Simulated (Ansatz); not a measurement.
The parent structure is BN in the zinc blende structure (space group F-43m, No. 216; a = 3.605 Å). Axes: x, y, z lie along the cube axes.

Calculations: Ansatz (an electronic-structure program) PBEsol, scalar-relativistic without spin-orbit coupling, earlier PAW set.

Now apply this change: the cell is stretched by 3.43 % along x with no lateral relaxation, atoms relaxed at fixed cell.

Task: Predict the stress tensor and what it implies for the stiffness.

Result: Stress of the strained cell less that of the base (GPa, compression positive):
```
 -26.14    0.00    0.00
   0.00   -5.23    0.00
   0.00    0.00   -5.23
```

Then −Δσ_ii/ε with ε = 0.0343 gives secant stiffness values (nonlinear terms included at this strain): C11 ≈ 762 GPa, C12 ≈ 153 GPa and C13 ≈ 153 GPa.

As a check, the harmonic strain energy −½ V₀ Δσ:ε is 16 meV/atom; the computed energy rise is 17 meV/atom.

Stability against distortions was not tested.
